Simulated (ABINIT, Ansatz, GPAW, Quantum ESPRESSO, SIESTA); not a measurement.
Rh (Fm-3m, 1 atom in the cell) computed with different codes at matched settings

Self-consistent single point, at a second geometry (lattice scaled by 0.98). First geometry:

```yaml
crystal:
  lattice:
    - [0.00000, 1.85960, 1.85960]
    - [1.85960, 0.00000, 1.85960]
    - [1.85960, 1.85960, 0.00000]
  atoms:
    - { symbol: Rh, position: [0.00000, 0.00000, 0.00000] }
```

Shared settings, as Ansatz (a quantum-chemistry and plane-wave program) writes them: kpoints.mp_grid.grid = 12 12 12; scf.occupations.method = gaussian; scf.occupations.width = 0.2 eV. Potentials and cutoffs stand in the table.

```csv
code,model,ΔF from the first geometry (meV/atom),pressure (GPa),cutoff
ABINIT,"PBE, norm-conserving pseudopotentials (PseudoDojo nc-sr-05 PBE standard)",198.7,56.56,1197 eV
GPAW,"PBE, GPAW PAW datasets PBE (gpaw-data 1.0.1)",208.5,58.93,550 eV
SIESTA,"GGA PBE, numerical atomic orbitals DZP, PseudoDojo PBE standard norm-conserving potentials (rewritten from UPF to PSML)",217.7,61.53,grid 300 Ry
Ansatz,"PBE, default PAW files",195.5,55.77,420 eV
Quantum ESPRESSO,"PBE, SSSP 1.1.2 precision (PBE) pseudopotentials",196.3,56.01,75 Ry
```

On Ansatz's run: spin polarisation is off.

The spread over the programs that give each value: ΔF from the first geometry within 22.2 meV/atom; pressure within 5.76 GPa.

SIESTA uses small atom-centred bases, whose incompleteness enters pressures, forces and empty levels differently from a plane-wave cutoff. Ansatz's pressure is given at a fixed set of plane waves, as the other plane-wave codes print theirs; with its correction for the finite basis it is 55.94 GPa. In the pressure, GPAW (by 2.64) and SIESTA (by 5.24) lie more than 1 GPa from the median of the plane-wave programs.

The starting cell comes from a database of computed structures (which also holds hypothetical and non-ambient phases and stackings), without a prior relaxation at this level. Its lattice was rescaled by a random factor within 2.5 % of one. For this run, on top of that: lattice scaled by 0.98.

Left out of this page: Elk and FLEUR (not drawn, or without a comparable value).

Keys are those of Ansatz 0.2.
